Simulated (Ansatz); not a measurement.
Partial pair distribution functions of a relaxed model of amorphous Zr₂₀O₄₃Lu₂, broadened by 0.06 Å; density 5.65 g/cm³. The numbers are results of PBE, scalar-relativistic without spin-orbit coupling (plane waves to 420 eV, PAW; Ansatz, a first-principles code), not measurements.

Preparation: random packing, a CHGNet melt and quench, and a DFT relaxation. O atoms were pushed apart under 1.9 Å during the dynamics, to hinder bonds among them. The hot cell started wider than the set density and was brought back towards it in steps. It is the lowest in DFT energy of 2 quenches. It is a model cell: composition and starting density were chosen by hand, and all elements were melted together. No dispersion term was used. Its density started from a set value of 5.65 and ended at 5.65 g/cm³. The simulated quench (nominally 450 K/ps over its main leg) is rapid and tends to freeze in more defects than a deposited or slowly cooled glass has. A cell of this size samples the disorder only roughly. The volume was held where the preparation left it and the shape relaxed, at a PBE pressure of -1.6 GPa (tension). Stress components on the final sampling reach 1.8 GPa.

| r (Å) | g Zr-O | g O-Lu | g Zr-Zr | g O-O |
|---|---|---|---|---|
| 1.80 | 0.01 | 0.00 | 0.00 | 0.00 |
| 1.90 | 0.47 | 0.01 | 0.00 | 0.00 |
| 2.00 | 3.95 | 0.39 | 0.00 | 0.00 |
| 2.10 | 7.67 | 2.63 | 0.00 | 0.00 |
| 2.20 | 5.49 | 6.49 | 0.00 | 0.00 |
| 2.30 | 2.15 | 5.21 | 0.00 | 0.03 |
| 2.40 | 1.01 | 2.13 | 0.00 | 0.33 |
| 2.50 | 0.42 | 1.10 | 0.00 | 1.14 |
| 2.60 | 0.06 | 0.31 | 0.00 | 2.54 |
| 2.70 | 0.04 | 0.05 | 0.00 | 2.34 |
| 2.80 | 0.14 | 0.54 | 0.00 | 1.79 |
| 2.90 | 0.09 | 0.60 | 0.00 | 2.05 |
| 3.00 | 0.04 | 0.57 | 0.00 | 1.89 |
| 3.10 | 0.20 | 0.11 | 0.13 | 1.75 |
| 3.20 | 0.40 | 0.45 | 0.79 | 1.24 |
| 3.30 | 0.34 | 0.99 | 2.76 | 1.09 |
| 3.40 | 0.35 | 0.66 | 3.11 | 1.02 |
| 3.50 | 0.47 | 0.44 | 2.30 | 0.97 |
| 3.60 | 0.65 | 0.20 | 2.57 | 0.96 |
| 3.70 | 0.85 | 0.15 | 2.34 | 0.71 |
| 3.80 | 0.83 | 0.73 | 2.57 | 0.72 |
| 3.90 | 1.13 | 1.30 | 2.24 | 0.69 |
| 4.00 | 1.26 | 1.25 | 1.80 | 0.81 |
| 4.10 | 1.24 | 1.25 | 1.29 | 1.07 |
| 4.20 | 1.43 | 0.71 | 0.51 | 1.12 |
| 4.30 | 1.46 | 1.17 | 0.34 | 0.76 |
| 4.40 | 1.39 | 1.23 | 0.50 | 0.71 |

Within 2.62 Å each Zr has 6.30 O neighbours on average.
